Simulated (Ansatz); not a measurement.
Levels about the gap of amorphous Si24O48Ag2 (74 atoms in a cell of 1122 Å³, 2.45 g/cm³; zone centre alone, so wide bands show as single levels with stretches between that a denser mesh fills), at the geometry that PBE relaxed, where it gives -0.7 GPa on a denser mesh. Exact exchange is cut at the faces of this small cell, which leaves a finite-size error. The participation number counts the atoms over which a state spreads; weights are charges in smoothed Voronoi cells. The levels come from a single point, so bond lengths are those of that geometry. Method of the levels: HSE06, scalar-relativistic without spin-orbit coupling (Ansatz, a quantum-chemistry and plane-wave program). Sampling: the zone centre alone; Fermi-Dirac width 0.02 eV; no spin polarisation. At PBE the levels at both edges of the gap are localised (band-tail or defect states), and the nearest spread-out levels lie 5.9 eV apart at the zone centre.

Preparation: random packing, a CHGNet melt and quench, and a DFT relaxation. O atoms were pushed apart under 1.9 Å during the dynamics, to hinder bonds among them. The hot cell started wider than the set density and was brought back towards it in steps. It is the lowest in DFT energy of 2 quenches. It is a model cell: composition and starting density were chosen by hand, and all elements were melted together. No dispersion term was used. Its density started from a set value of 2.45 and ended at 2.45 g/cm³. The quench (nominally 480 K/ps over its main leg) was far faster than any real one, so the model tends to hold more defects than a real film. Values belong to this one cell and scatter from quench to quench. The volume was held where the preparation left it, at a PBE pressure of -0.7 GPa (tension). Stress components on the final sampling reach 2.5 GPa. On a 2×2×2 Γ-centred mesh force components of up to 0.18 eV/Å stay, since the relaxation ran on the zone centre alone.

```csv
"E - E(highest filled), eV",filling,participation number,largest on,weight Ag,weight O,weight Si
-3.00,filled,1.7,"Ag, 2 neighbours",0.81,0.17,0.02
-2.87,filled,2.8,"Ag, 2 neighbours",0.61,0.36,0.03
-2.84,filled,6.5,"O, 3 neighbours",0.29,0.67,0.04
-2.53,filled,5.6,"Ag, 2 neighbours",0.33,0.63,0.04
-2.37,filled,3.5,"Ag, 2 neighbours",0.44,0.50,0.06
-2.30,filled,3.0,"Ag, 2 neighbours",0.47,0.45,0.07
0.00,filled,4.1,"Ag, 2 neighbours",0.43,0.30,0.28
2.80,empty,6.5,"Ag, 2 neighbours",0.39,0.49,0.12
3.83,empty,23.0,"Ag, 2 neighbours",0.19,0.59,0.21
4.62,empty,36.3,"Si, 4 neighbours",0.04,0.62,0.33
4.98,empty,43.6,"Ag, 2 neighbours",0.10,0.66,0.24
5.00,empty,46.3,"Ag, 2 neighbours",0.07,0.64,0.29
5.07,empty,42.5,"Ag, 2 neighbours",0.10,0.66,0.24
5.40,empty,46.0,"Ag, 2 neighbours",0.09,0.63,0.28
```

Most localised among these is the filled level at -3.00 eV, on a Ag atom, which has 2 neighbours (O 2.15 Å, Si 2.36 Å).
